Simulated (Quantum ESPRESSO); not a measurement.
Quantum ESPRESSO is run on SrPSe3 (P2_1/c, 20 atoms in the cell), and the run fails. The aim is a self-consistent single point with DFT, PBEsol, plane waves, GBRV 1.5 ultrasoft (PBESOL) pseudopotentials.

This input was run:

```fortran
&CONTROL
   calculation = 'scf'
   prefix = 'srpse3'
   outdir = './out'
   pseudo_dir = './'
   tprnfor = .true.
   tstress = .true.
/
&SYSTEM
   ibrav = 0
   nat = 20
   ntyp = 3
   ecutwfc = 40
   ecutrho = 200
   occupations = 'smearing'
   smearing = 'marzari-vanderbilt'
   degauss = 0.019992
/
ATOMIC_SPECIES
Sr    87.6200  sr_pbesol_v1.uspp.F.UPF
Se    78.9710  se_pbesol_v1.uspp.F.UPF
P     30.9738  p_pbesol_v1.5.uspp.F.UPF
CELL_PARAMETERS {angstrom}
   7.0834600000     0.0000000000     0.0000000000
   0.0000000000     7.9227320000     0.0000000000
  -6.8213160000     0.0000000000    10.0108700000
ATOMIC_POSITIONS {crystal}
Sr    0.2882000000    0.3936200000    0.2495400000
Sr    0.7118000000    0.8936200000    0.2504600000
Sr    0.7118000000    0.6063800000    0.7504600000
Sr    0.2882000000    0.1063800000    0.7495400000
Se    0.8636300000    0.5011100000    0.2644300000
Se    0.1363700000    0.0011100000    0.2355700000
Se    0.1363700000    0.4988900000    0.7355700000
Se    0.8636300000    0.9988900000    0.7644300000
Se    0.7799100000    0.3004700000    0.9601400000
Se    0.2200900000    0.8004700000    0.5398600000
Se    0.2200900000    0.6995300000    0.0398600000
Se    0.7799100000    0.1995300000    0.4601400000
Se    0.3882600000    0.1976900000    0.0532100000
Se    0.6117400000    0.6976900000    0.4467900000
Se    0.6117400000    0.8023100000    0.9467900000
Se    0.3882600000    0.3023100000    0.5532100000
P     0.6204700000    0.3941000000    0.0630700000
P     0.3795300000    0.8941000000    0.4369300000
P     0.3795300000    0.6059000000    0.9369300000
P     0.6204700000    0.1059000000    0.5630700000
K_POINTS {automatic}
3 2 2  0 0 0
```

Output, abridged:

```
     This program is part of the open-source Quantum ESPRESSO suite
     for quantum simulation of materials; please cite

 %%%%%%%%%%%%%%%%%%%%%%%%%%%%%%%%%%%%%%%%%%%%%%%%%%%%%%%%%%%%%%%%%%%%%%%%%%%%%%
     Error in routine  read_namelists (1):
      bad line in namelist &electrons: "3 2 2  0 0 0" (error could be in the previous line)
 %%%%%%%%%%%%%%%%%%%%%%%%%%%%%%%%%%%%%%%%%%%%%%%%%%%%%%%%%%%%%%%%%%%%%%%%%%%%%%

     stopping ...
```

From the messages shown, name the fault and mend the input.

The fault is a required namelist left out. The program reads the namelists in a fixed order, even empty ones. To fix it, add the namelist. The program stopped before any SCF iteration.

An input that runs soundly differs in these lines (not the only fix; some lines may just follow from the change or write a value another way):
```diff
+/
+&ELECTRONS
+   conv_thr = 1.0d-10
+   mixing_beta = 0.4
```

With that input, the run converged in 12 iterations: free energy E − TS -11744.4454 eV; top of the valence band (on the code's own zero) 4.68 eV; gap on the k-point mesh 2.21 eV; pressure -2.74 GPa; largest force (vector length) 0.254 eV/Å (DFT, PBEsol, plane waves, GBRV 1.5 ultrasoft (PBESOL) pseudopotentials).

On the sound input: the starting cell comes from a database of published, mostly measured structures (it also holds non-ambient and calculated ones), without a prior relaxation at this level. Its lattice was rescaled by a random factor within 2.5 % of one.
